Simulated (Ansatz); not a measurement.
The starting structures come from a database of crystals and need not be the phases stable at ambient conditions.

 Where the default PAW files enter, the runs use the earlier of Ansatz's two default sets.

By LDA and PBEsol, the system below comes out a metal.

Here is the system:

```
PdGe
1.0
    3.54926     0.00000     0.00000
    0.00000     6.29615     0.00000
    0.00000     0.00000     5.78357
Ge Pd
4 4
Direct
  0.25000   0.42219   0.81460
  0.75000   0.57781   0.18540
  0.75000   0.92219   0.68540
  0.25000   0.07781   0.31460
  0.25000   0.80901   0.99622
  0.75000   0.19099   0.00378
  0.75000   0.30901   0.50378
  0.25000   0.69099   0.49622
```

Space group of this cell: Pnma. The cell is taken as given; by PBEsol its mean pressure is -2.8 GPa.

The current runs along the normal of the first two printed vectors. All runs by Ansatz (a first-principles code), plane waves and PAW, without spin-orbit coupling; the base is PBEsol.

| run | mean pressure (GPa) | G/A, both spins (10¹⁵ S/m²) |
|---|---|---|
| base | -2.8 | 0.52 |
| all lengths scaled by 0.98 | 7.0 | 0.54 |
| all lengths scaled by 1.02 | -9.8 | (withheld) |
| lda in place of pbesol | -6.6 | 0.52 |
| lengths across the current scaled by 0.98, ions clamped | 3.3 | 0.55 |
| lengths across the current scaled by 1.02, ions clamped | -7.7 | (withheld) |
| lengths along the current scaled by 0.97, ions clamped | 2.0 | (withheld) |
| lengths along the current scaled by 1.03, ions clamped | -6.7 | 0.53 |

Problem. Some entries are withheld; supply them.

Solution. 
- all lengths scaled by 1.02, G/A, both spins (10¹⁵ S/m²): 0.50
- lengths across the current scaled by 1.02, ions clamped, G/A, both spins (10¹⁵ S/m²): 0.48
- lengths along the current scaled by 0.97, ions clamped, G/A, both spins (10¹⁵ S/m²): 0.51
